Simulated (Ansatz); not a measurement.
Levels about the gap of amorphous Si$_{26}$O$_{46}$ (72 atoms in a cell of 1052 Å³, 2.32 g/cm³; zone centre alone, so wide bands show as single levels with stretches between that a denser mesh fills), at the geometry that PBE relaxed, where it gives 2.0 GPa on a denser mesh. Exact exchange is cut at the faces of this small cell, which leaves a finite-size error. The participation number counts the atoms over which a state spreads; weights are charges in smoothed Voronoi cells. The levels come from a single point, so bond lengths are those of that geometry. Method of the levels: HSE06, scalar-relativistic without spin-orbit coupling (Ansatz, an electronic-structure program). Sampling: the zone centre alone; Fermi-Dirac width 0.01 eV; collinear spin, started from moments on atoms (at the end a net moment of 0.0 μB, with unpaired spins of both signs, a broken-symmetry state; no other order was tried). The usual formal charges leave 12 electrons over, so the level spacing at the Fermi energy parts defect or band states and needn't be the band gap. At PBE the levels at both edges of the gap are localised (band-tail or defect states), and the nearest spread-out levels lie 4.5 eV apart at the zone centre. With spare charge at the zone centre alone, a hybrid can open a spacing that a denser mesh would close.

Preparation: random packing, a CHGNet melt and quench, and a DFT relaxation. O atoms were pushed apart under 1.9 Å during the dynamics, to hinder bonds among them. The hot cell started wider than the set density and was brought back towards it in steps. It is the lowest in DFT energy of 2 quenches. It is a model cell: composition and starting density were chosen by hand, and all elements were melted together. No dispersion term was used. Its density started from a set value of 2.31 and ended at 2.32 g/cm³. The quench (nominally 590 K/ps over its main leg) was far faster than any real one, so the model tends to hold more defects than a real film. One small periodic cell is one sample of the glass; other quenches scatter about these values. The volume was held where the preparation left it and the shape relaxed, at a PBE pressure of 2.0 GPa. Stress components on the final sampling reach 2.0 GPa.

```json
[
 {"E - E(highest filled), eV": "-2.54", "filling": "filled", "spin": "up", "participation number": "7.5", "largest on": "Si, 4 neighbours", "weight Si": "0.48", "weight O": "0.52"},
 {"E - E(highest filled), eV": "-2.00", "filling": "filled", "spin": "up", "participation number": "8.4", "largest on": "Si, 4 neighbours", "weight Si": "0.59", "weight O": "0.41"},
 {"E - E(highest filled), eV": "-1.89", "filling": "filled", "spin": "dn", "participation number": "7.4", "largest on": "Si, 4 neighbours", "weight Si": "0.61", "weight O": "0.39"},
 {"E - E(highest filled), eV": "-0.90", "filling": "filled", "spin": "up", "participation number": "2.6", "largest on": "Si, 2 neighbours", "weight Si": "0.65", "weight O": "0.35"},
 {"E - E(highest filled), eV": "-0.90", "filling": "filled", "spin": "dn", "participation number": "2.6", "largest on": "Si, 2 neighbours", "weight Si": "0.65", "weight O": "0.35"},
 {"E - E(highest filled), eV": "-0.19", "filling": "filled", "spin": "dn", "participation number": "4.3", "largest on": "Si, 3 neighbours", "weight Si": "0.73", "weight O": "0.27"},
 {"E - E(highest filled), eV": "0.00", "filling": "filled", "spin": "up", "participation number": "4.6", "largest on": "Si, 3 neighbours", "weight Si": "0.74", "weight O": "0.26"},
 {"E - E(highest filled), eV": "2.31", "filling": "empty", "spin": "up", "participation number": "4.9", "largest on": "Si, 3 neighbours", "weight Si": "0.75", "weight O": "0.25"},
 {"E - E(highest filled), eV": "2.49", "filling": "empty", "spin": "dn", "participation number": "4.1", "largest on": "Si, 3 neighbours", "weight Si": "0.73", "weight O": "0.27"},
 {"E - E(highest filled), eV": "3.79", "filling": "empty", "spin": "dn", "participation number": "11.3", "largest on": "Si, 4 neighbours", "weight Si": "0.57", "weight O": "0.43"},
 {"E - E(highest filled), eV": "3.80", "filling": "empty", "spin": "up", "participation number": "11.5", "largest on": "Si, 4 neighbours", "weight Si": "0.56", "weight O": "0.44"},
 {"E - E(highest filled), eV": "4.07", "filling": "empty", "spin": "up", "participation number": "38.3", "largest on": "Si, 4 neighbours", "weight Si": "0.42", "weight O": "0.58"},
 {"E - E(highest filled), eV": "4.09", "filling": "empty", "spin": "dn", "participation number": "37.3", "largest on": "Si, 4 neighbours", "weight Si": "0.44", "weight O": "0.56"},
 {"E - E(highest filled), eV": "4.35", "filling": "empty", "spin": "up", "participation number": "6.2", "largest on": "Si, 2 neighbours", "weight Si": "0.61", "weight O": "0.39"}
]
```

Most localised among these is the filled level at -0.90 eV, on a Si atom, which has 2 neighbours (O 1.68 Å, O 1.71 Å).
